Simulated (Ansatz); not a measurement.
Abridged Ansatz (a program for electronic structure) output:

```
Pseudopotential: K, paw, valence charge 9
Pseudopotential: Sr, paw, valence charge 10
Pseudopotential: Cl, paw, valence charge 7
Crystal: 5 atoms, lattice volume = 179.058 Å³
Basis set: ecut = 500 eV, 4553 PW (Γ), exchange–correlation on 180×180×180 points (64 copies of the dense FFT grid, shifted against one another)
Bands: 25, of which v1, the nominal top of the filled ones, is band 20 counted from 1 (19 counted from 0)
Symmetry: 48 space group operations
k-points: 20 of 216
Functional: x = r2scan, c = r2scan; τ floored in thin density (d = 2e-4 eV/Å³)
SCF iter   1: F=—  HF=-8360.564913 eV  |F-HF|=—  |Δ(HF+E_count)|=         —  Δρ=3.61e-3  dr2=1.20e-2  dr2_τ=1.13e-2  ethr=1.77e-3  ⟨swp⟩=10.0  Hψ=3369  notcnv=0
SCF iter   2: F=—  HF=-8360.634105 eV  |F-HF|=—  |Δ(HF+E_count)|=   6.92e-2  Δρ=1.89e-3  dr2=3.07e-3  dr2_τ=2.15e-4  ethr=3.01e-5  ⟨swp⟩=2.0  Hψ=1140  notcnv=0  defer=20
SCF 1 converged in 8 iterations: F = -8360.634300 eV  dr2 = 3.84e-11
SCF converged after 8 iterations
Free energy (F): -8360.634300 eV
Internal energy: -8360.634300 eV  (E = F + TS)
E sigma→0 (E₀):  -8360.634300 eV
Fermi energy:    2.944790 eV
--- Forces (eV/Å), atoms counted from 1 ---
  atom   1  K     -0.00000000     0.00000000     0.00000000
  atom   2  Sr     0.00000000     0.00000000     0.00000000
  atom   3  Cl     0.00000000     0.00000000    -0.00000000
  atom   4  Cl     0.00000000     0.00000000     0.00000000
  atom   5  Cl    -0.00000000     0.00000000    -0.00000000
--- Stress (GPa, compression-positive) ---
        0.004022      -0.000000       0.000000
       -0.000000       0.004022       0.000000
        0.000000      -0.000000       0.004022
  P = ⅓ Tr σ = 0.0040 GPa (0.040 kbar)
```

What was computed, and what are the main results?

KSrCl3, 5 atoms in the cell, with Kohn–Sham DFT with the r2SCAN functional, run in Ansatz with PAW and 500 eV plane waves, spin-orbit coupling left out. The last SCF converged to F = -8360.634300 eV, or -1672.1269 eV per atom, at a pressure of 0.00 GPa. The total energy compares only with runs of the same code, potentials and settings.

Whether these cells are dynamically stable was not tested. The cell is KSrCl$_{3}$ in the cubic perovskite structure (space group Pm-3m, No. 221; a hypothetical phase, not in the database extracts checked). Many cubic perovskites are stable only at high temperature; tilts and polar distortions were not tested.
